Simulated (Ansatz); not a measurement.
Start from WC (space group P-6m2, No. 187; relaxed with 0.1 eV smearing).

```yaml
crystal:
  lattice:
    - [2.92246, 0.00000, 0.00000]
    - [-1.46123, 2.53092, 0.00000]
    - [0.00000, 0.00000, 2.84619]
  atoms:
    - { symbol: W, position: [0.00000, 0.00000, 0.00000] }
    - { symbol: C, position: [0.33333, 0.66667, 0.50000] }
```

Cartesian axes are those of the cell as printed.

All numbers come from PBE/PAW in Ansatz (a first-principles code), spin-orbit coupling left out.

Perturbation: uniaxial strain ε_zz = +2.00 %, all other strain components held at zero, atoms relaxed at fixed cell.

Question: Predict the stress tensor and what it implies for the stiffness.

Answer: Stress of the strained cell less that of the base (GPa, compression positive):
```
   -3.2     0.0     0.0
    0.0    -3.2     0.0
    0.0     0.0   -17.7
```

Then −Δσ_ii/ε with ε = 0.0200 gives secant stiffness values (nonlinear terms included at this strain): C33 ≈ 885 GPa, C13 ≈ 158 GPa and C23 ≈ 158 GPa.

As a check, the harmonic strain energy −½ V₀ Δσ:ε is 12 meV/atom; the computed energy rise is 12 meV/atom.

Stability against distortions was not tested. All final runs are without spin polarisation.
